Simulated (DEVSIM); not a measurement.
## illuminated Si p-on-n cell, one wavelength

System: illuminated Si p-on-n cell, one wavelength, at 350 K.

| layer (left to right) | material | thickness (μm) | Nd (cm⁻³) | Na (cm⁻³) | τn (s) | τp (s) | absorption coefficient (cm⁻¹) |
|---|---|---|---|---|---|---|---|
| 1 | Si | 0.670 | - | 9.7e18 | 8.9e-7 | 4e-7 | 69000 |
| 2 | Si | 72.0 | 9.5e15 | - | 1e-6 | 1e-6 | 69000 |

Left contact: ohmic, minority electron recombination velocity 10000 cm/s. Right contact: ohmic, minority hole recombination velocity 20 cm/s. Voltage is applied to the left contact. Recombination: SRH at mid-gap, radiative, Auger. Light enters at the left, 2.3e18 photons cm⁻² s⁻¹, one pass, no reflection. Mobility is μmin + (μ − μmin)/(1 + (N/Nref)^α).

Constants are typed, rounded textbook-type inputs, not results; the design itself was drawn at random and stands for no fabricated device. Values at 300 K; Nc and Nv go as T^1.5, mobilities as T to minus their exponent, the gap by Varshni's rule with the affinity fixed.

| parameter | Si |
|---|---|
| gap (eV) | 1.124 |
| affinity (eV) | 4.05 |
| permittivity | 11.7 |
| Nc (cm⁻³) | 2.86e19 |
| Nv (cm⁻³) | 3.1e19 |
| μn (cm²/Vs) | 1417 |
| μp (cm²/Vs) | 470 |
| μn,min | 52 |
| μp,min | 45 |
| Nref,n | 9.7e16 |
| Nref,p | 2.2e17 |
| αn | 0.68 |
| αp | 0.72 |
| T exponent of μn | 2.3 |
| T exponent of μp | 2.2 |
| B (cm³/s) | 4.7e-15 |
| Cn (cm⁶/s) | 2.8e-31 |
| Cp (cm⁶/s) | 9.9e-32 |
| Varshni α (eV/K) | 0.000473 |
| Varshni β (K) | 636 |

Model (solved in DEVSIM): 1D drift-diffusion, Boltzmann statistics, complete ionisation; no tunnelling, impact ionisation, image-force lowering or self-heating.

- Potential step across the device at zero bias: 0.820 V
- Largest field in the device at zero bias: 190000 V/cm
- Dark forward voltage at 1 A/cm²: 0.576 V
- Dark forward voltage at 100 A/cm²: 0.817 V
- Short-circuit current: 309 mA/cm²
- Open-circuit voltage: 0.532 V
- Fill factor: 0.78
- Largest power: 129 mW/cm²
- Share of generated pairs collected at short circuit: 0.838

Dark forward current:

(V (V), J (A/cm²)): (0.05, 1.9e-7); (0.10, 7.1e-7); (0.15, 2.4e-6); (0.20, 9.0e-6); (0.25, 3.8e-5); (0.30, 0.00017); (0.35, 0.00085); (0.40, 0.0043); (0.45, 0.022); (0.50, 0.11); (0.55, 0.51); (0.60, 1.9); (0.65, 5.3); (0.70, 13); (0.75, 31); (0.80, 74); (0.85, 180); (0.90, 450); (0.95, 1000); (1.00, 2100)

Current under light (generator sign):

| V (V) | J (mA/cm²) |
|---|---|
| 0.00 | 309 |
| 0.06 | 309 |
| 0.14 | 309 |
| 0.22 | 309 |
| 0.30 | 309 |
| 0.38 | 307 |
| 0.40 | 304 |
| 0.42 | 300 |
| 0.44 | 292 |
| 0.46 | 277 |
| 0.48 | 248 |
| 0.50 | 193 |
| 0.52 | 91.0 |
| 0.54 | -89.6 |
